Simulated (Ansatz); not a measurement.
Start from GaN in the zinc blende structure (space group F-43m, No. 216; a = 4.5485 Å).

Structures relaxed with DFT with PBE, PAW potentials and a 420 eV plane-wave cutoff in Ansatz (an electronic-structure program), spin-orbit coupling left out.

Base:

Simulated powder pattern, Mo Kα, λ = 0.71073 Å (kinematic, ideal powder, no thermal factors, no anomalous dispersion; the 10 strongest lines at most, above 2 %, up to 2θ = 40°):

```json
[
 {"2θ (°)": "15.55", "I/Imax (%)": "100", "hkl": "(111)"},
 {"2θ (°)": "17.98", "I/Imax (%)": "34", "hkl": "(200)"},
 {"2θ (°)": "25.53", "I/Imax (%)": "48", "hkl": "(220)"},
 {"2θ (°)": "30.04", "I/Imax (%)": "44", "hkl": "(311)"},
 {"2θ (°)": "31.41", "I/Imax (%)": "9.3", "hkl": "(222)"},
 {"2θ (°)": "36.42", "I/Imax (%)": "7.0", "hkl": "(400)"},
 {"2θ (°)": "39.82", "I/Imax (%)": "16", "hkl": "(331)"}
]
```

After one change:

Simulated powder pattern, Mo Kα, λ = 0.71073 Å (kinematic, ideal powder, no thermal factors, no anomalous dispersion; the 10 strongest lines at most, above 2 %, up to 2θ = 40°):

| 2θ (°) | I/Imax (%) |
|---|---|
| 15.95 | 100 |
| 18.43 | 34 |
| 26.18 | 47 |
| 30.80 | 43 |
| 32.21 | 9.2 |
| 37.36 | 6.8 |

Task: Which of these changes matches the shifts?
A) pressure 15 GPa
B) pressure 2.1 GPa
C) pressure 9 GPa
D) pressure −1 GPa

Result: A, pressure 15 GPa. Its volume per atom is 10.92 Å³ against 11.76 Å³, and its space group is F-43m (No. 216).

Load acts through the strain it causes; cell and atoms are relaxed under it. No phonon test of stability was made. Tetrahedral semiconductors of this kind turn to denser phases somewhere between about 1 and 50 GPa; those were not computed, so compressed cells here can lie past the real transition. This is not the structure that GaN has at room temperature and ambient pressure.
